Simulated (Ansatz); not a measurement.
Abridged Ansatz (an electronic-structure program) output:

```
Pseudopotential: Nb, paw, valence charge 13
Pseudopotential: As, paw, valence charge 15
Crystal: 4 atoms, lattice volume = 70.340 Å³
Basis set: ecut = 500 eV, 1809 PW (Γ), exchange–correlation on 192×192×192 points (64 copies of the dense FFT grid, shifted against one another)
Bands: 32, of which v1, the nominal top of the filled ones, is band 28 counted from 1 (27 counted from 0)
Symmetry: 8 space group operations
k-points: 550 of 6859 (time reversal used)
Functional: x = r2scan, c = r2scan; τ floored in thin density (d = 2e-4 eV/Å³)
SCF iter   1: F=—  HF=-18859.569905 eV  |F-HF|=—  |Δ(HF+E_count)|=         —  Δρ=1.39e-2  dr2=1.97e-1  dr2_τ=3.58e-2  ethr=1.77e-3  ⟨swp⟩=6.1  Hψ=64522  notcnv=0
SCF iter   2: F=—  HF=-18859.589333 eV  |F-HF|=—  |Δ(HF+E_count)|=   1.94e-2  Δρ=6.41e-3  dr2=2.89e-2  dr2_τ=3.28e-3  ethr=3.52e-4  ⟨swp⟩=2.3  Hψ=30497  notcnv=0
SCF 1 converged in 10 iterations: F = -18859.592838 eV  dr2 = 2.07e-11
SCF converged after 10 iterations
Free energy (F): -18859.592838 eV
Internal energy: -18859.589237 eV  (E = F + TS)
E sigma→0 (E₀):  -18859.591037 eV
Entropy (-TS):   -0.003602 eV (-0.900 meV/atom)
Fermi energy:    16.093447 eV
--- Forces (eV/Å), atoms counted from 1 ---
  atom   1  Nb    -0.00000000     0.00000000     0.00056722
  atom   2  Nb     0.00000000    -0.00000000     0.00056722
  atom   3  As    -0.00000000     0.00000000    -0.00056799
  atom   4  As     0.00000000     0.00000000    -0.00056799
--- Stress (GPa, compression-positive) ---
        0.001164       0.000000      -0.000000
        0.000000       0.001164       0.000000
       -0.000000       0.000000      -0.002885
  P = ⅓ Tr σ = -0.0002 GPa (-0.002 kbar)
```

**Question.** What was computed, and what are the main results?

**Answer.** NbAs, 4 atoms in the cell, with r2SCAN (Ansatz, PAW, scalar-relativistic without spin-orbit coupling). The last SCF converged to F = -18859.592838 eV, or -4714.8982 eV per atom, at a pressure of 0.00 GPa. The total energy compares only with runs of the same code, potentials and settings.

Stability against distortions was not tested. All final runs are without spin polarisation. The cell was made from TaAs by this change: Ta → Nb.
